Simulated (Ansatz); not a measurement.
**Hypothetical zinc blende AgF: pressure series**

Take AgF in the zinc blende structure (space group F-43m, No. 216; a = 5.4662 Å; a hypothetical phase, not in the database extracts checked) as the base.

Cell and atoms are relaxed at each pressure.

Computed with PBE, PAW, 420 eV (Ansatz, a quantum-chemistry and plane-wave program; spin-orbit coupling left out).

```
variant           band gap  lattice parameter a
----------------  --------  -------------------
base               0.26 eV              5.466 Å
pressure −2 GPa    0.43 eV              5.576 Å
pressure −1 GPa    0.34 eV              5.516 Å
pressure 4.2 GPa      zero              5.310 Å
pressure 9 GPa        zero              5.187 Å
pressure 18 GPa       zero              5.030 Å
pressure 30 GPa       zero              4.888 Å
pressure 45 GPa       zero              4.764 Å
pressure 60 GPa       zero              4.670 Å
```

A case with no gap was solved on a k-mesh chosen for an insulator, which is coarse for it. Load acts through the strain it causes; cell and atoms are relaxed under it. Whether these cells are dynamically stable was not tested. No other phases were tried under pressure. No Hubbard U is applied, and correlation can decide whether such a compound is a metal. The final runs are not spin-polarised. The zero or small gap of AgF can change with the level of theory.
